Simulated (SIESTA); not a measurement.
Checking a run of SIESTA on Rb₂LiRuCl₆ (P-3m1, 10 atoms in the cell). The aim is a self-consistent single point with DFT, GGA PBEsol, numerical atomic orbitals DZP, PseudoDojo PBEsol standard norm-conserving potentials (rewritten from UPF to PSML).

Cell that was meant: a = 7.1132 Å, b = 7.1132 Å, c = 6.0533 Å, α = 90.00°, β = 90.00°, γ = 120.00°.

Part of the input:

```
%endblock kgrid.MonkhorstPack
OccupationFunction           FD
ElectronicTemperature        100.0 meV
NetCharge                    1.0
Spin                         polarized
%block DM.InitSpin
  1 +0.00
```

Output (repeated stretches shortened):

```
reinit: Reading from file input.fdf

reinit: System Name: Rb2LiRuCl6
reinit: System Label: rb2lirucl6

NOTE on units for spin output:
   [... lines left out ...]
outcell: Cell angles (23,13,12) (deg):     90.0000     90.0000    120.0000
outcell: Cell volume (Ang**3)        :    265.2500
new_DM -- step:     1
Initializing Density Matrix...

Attempting to read DM from file... Failed...
DM filled with atomic data (user-defined):
Note: For starting DM, Qtot, Tr[D*S] =         78.00000000         79.00000000

InitMesh: MESH = 80 x 80 x 80 = 512000
InitMesh: Mesh cutoff (required, used) =   400.000   466.106 Ry

stepf: Fermi-Dirac step function
        iscf     Eharris(eV)        E_KS(eV)     FreeEng(eV)     dDmax    Ef(eV) dHmax(eV)
   scf:    1    -7059.317214    -7073.726847    -7073.881322  0.502400 -3.761287 24.728389
     spin moment: {S} , |S| = {        0.0        0.0    1.99498 }     1.99498
   scf:    2    -6475.604263    -6903.065442    -6903.513363  0.839868 -6.943681 89.454612
     spin moment: {S} , |S| = {        0.0        0.0    0.24015 }     0.24015
   scf:    3    -7132.577308    -7088.200405    -7088.359177  0.568487 -6.461527  3.602355
   [... lines left out ...]
     spin moment: {S} , |S| = {        0.0        0.0    1.98910 }     1.98910
   scf:   19    -7089.087297    -7089.087299    -7089.240264  0.000017 -6.132605  0.000414
     spin moment: {S} , |S| = {        0.0        0.0    1.98910 }     1.98910
   scf:   20    -7089.087295    -7089.087297    -7089.240264  0.000014 -6.132697  0.000186
     spin moment: {S} , |S| = {        0.0        0.0    1.98909 }     1.98909
   scf:   21    -7089.087298    -7089.087297    -7089.240264  0.000002 -6.132701  0.000170
     spin moment: {S} , |S| = {        0.0        0.0    1.98909 }     1.98909
SCF Convergence by DM+H criterion
max |DM_out - DM_in|         :     0.0000021265
max |H_out - H_in|      (eV) :     0.0001695537
SCF cycle converged after 21 iterations

Using DM_out to compute the final energy and forces

siesta: E_KS(eV) =            -7089.0873

siesta: E_KS - E_eggbox =     -7089.0873

siesta: Atomic forces (eV/Ang):
     1    0.000005   -0.000003    0.135256
     2   -0.000005    0.000003   -0.135256
     3    0.000000    0.000000    0.000000
     4    0.000000   -0.000000    0.000000
     5    0.374687   -0.216325    0.284673
     6   -0.374687    0.216325   -0.284673
     7    0.000008    0.432670    0.284652
     8   -0.000008   -0.432670   -0.284652
     9   -0.374700   -0.216342    0.284652
    10    0.374700    0.216342   -0.284652
   [... lines left out ...]
siesta: FreeEng =     -7089.240264
siesta: Cell volume =        265.249988 Ang**3
siesta:         -24.37787109        -30.05896733  kBar
   [... lines left out ...]
     4     0.097619   15.902381    1.491893  Ru
     5     0.070868    6.929132    0.079540  Cl
     6     0.070868    6.929132    0.079540  Cl
     7     0.070868    6.929132    0.079540  Cl
     8     0.070868    6.929132    0.079540  Cl
     9     0.070868    6.929132    0.079540  Cl
    10     0.070868    6.929132    0.079540  Cl
 Total     1.000000                1.989093
```

Q: Can these results be used? Check the input.

A: The run is not sound. The fault is an unintended net charge. A charged periodic cell changes the electron count and is neutralised by a uniform background, so energy, forces and pressure belong to another system. To fix it, remove the charge. The run converged in 21 iterations without an error; against the sound input the pressure goes from -2.27 to -2.44 GPa, the largest force goes from 0.149 to 0.518 eV/Å and the size of the net moment goes from 0.10 to 0.20 μB/atom. The full log also holds: “madelung: WARNING: Charged system, but not an atom or molecule.” and “madelung: WARNING: Energy correction terms can not be applied.”.

The sound input it was made from differs as follows (other fixes are possible):
```diff
-NetCharge                    1.0
```

With that input, the run converged in 19 iterations: free energy E − TS -7094.9305 eV; Fermi level (on the code's own zero) -5.22 eV; pressure -2.27 GPa; largest force (vector length) 0.149 eV/Å; size of the cell's spin moment 0.96 μB (DFT, GGA PBEsol, numerical atomic orbitals DZP, PseudoDojo PBEsol standard norm-conserving potentials (rewritten from UPF to PSML)).

On the sound input: the starting cell comes from a database of computed structures (which also holds hypothetical and non-ambient phases and stackings), without a prior relaxation at this level. With one magnetic atom in the cell only a parallel order is possible. Values carry the incompleteness of an atom-centred basis. Without a gap this mesh is coarse (it stands for a supercell whose shortest vector is 18 Å).
